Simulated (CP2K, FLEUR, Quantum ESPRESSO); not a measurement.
## One structure in several programs: Ce2SeN2 (P-3m1, 5 atoms in the cell)

Self-consistent single point.

```
Ce2SeN2
1.0
    3.97696     0.00000     0.00000
   -1.98848     3.44415     0.00000
    0.00000     0.00000     7.06833
Ce Se N
2 1 2
Direct
  0.66667   0.33333   0.70310
  0.33333   0.66667   0.29690
  0.00000   0.00000   0.00000
  0.66667   0.33333   0.37570
  0.33333   0.66667   0.62430
```

All programs got the same cell, k-point mesh and kind of occupations (in Quantum ESPRESSO's words: occupations = smearing; smearing = fd; degauss = 0.0036749 Ry; K_POINTS = automatic 5 5 3 0 0 0); potentials, basis and cutoffs are each program's usual ones.

| code | model | pressure (GPa) | largest force (eV/Å) | gap on the mesh (eV) | k-points | cutoff |
|---|---|---|---|---|---|---|
| Quantum ESPRESSO | LDA (PZ), SSSP 1.1.2 efficiency (PBE) pseudopotentials | -8.96 | 0.368 | 0.852 | 12 | 50 Ry |
| CP2K | LDA (Pade form), GPW, DZVP-MOLOPT-SR-GTH basis, GTH-PADE potentials (GTH_POTENTIALS) | -9.39 | 0.453 | 0.920 | 38 | grid 800 Ry |
| FLEUR | LDA (Perdew-Zunger), all-electron FLAPW (FLEUR), scalar-relativistic valence | – | 0.556 | 0.884 | 12 | Kmax 4.1 1/bohr |

Size of the force on each atom (eV/Å): Sizes of forces hide their directions.

```
code                Ce1    Ce2    Se3     N4     N5
----------------  -----  -----  -----  -----  -----
Quantum ESPRESSO  0.368  0.368  0.000  0.097  0.097
CP2K              0.453  0.453  0.000  0.128  0.128
FLEUR             0.556  0.556  0.000  0.122  0.122
```

A dash marks a value that a program does not give, or that is left out as unsure.

Gaps are read on the mesh.

The spread over the programs that give each value: pressure within 0.43 GPa; largest force within 0.188 eV/Å; gap on the mesh within 0.068 eV.

The starting cell comes from a database of computed structures (which also holds hypothetical and non-ambient phases and stackings), without a prior relaxation at this level. Its lattice was rescaled by a random factor within 2.5 % of one. On Quantum ESPRESSO's run: Spin-orbit coupling is off. The f electrons are in the valence without U or exact exchange, which can misplace them near the Fermi level. Spin-orbit terms, which matter for f shells, are left out. In the base run, with a pressure of about -9 GPa the cell is away from its equilibrium volume at this level.

Question: Why do the programs differ, and what cannot be compared?

Answer: Differences of this kind can come from the potentials, where these differ, and from what each basis and cutoff leave unconverged. The valence holds different numbers of electrons (Quantum ESPRESSO 40, CP2K 40, FLEUR 50). The zero of total energies and Fermi levels follows the potentials and each program's conventions, so they are not compared here. CP2K uses small atom-centred bases, whose incompleteness enters pressures, forces and empty levels differently from a plane-wave cutoff. FLEUR treats all electrons, but the usual bases taken here (sphere radii, linearisation, local orbitals, empty states) were not tested for convergence, so the values are no reference for the others. The programs reduce the same mesh by symmetry to different extents, which changes the work and not the result.

Left out of this page: Ansatz (with a known weakness of the program); GPAW (failed or unconverged).
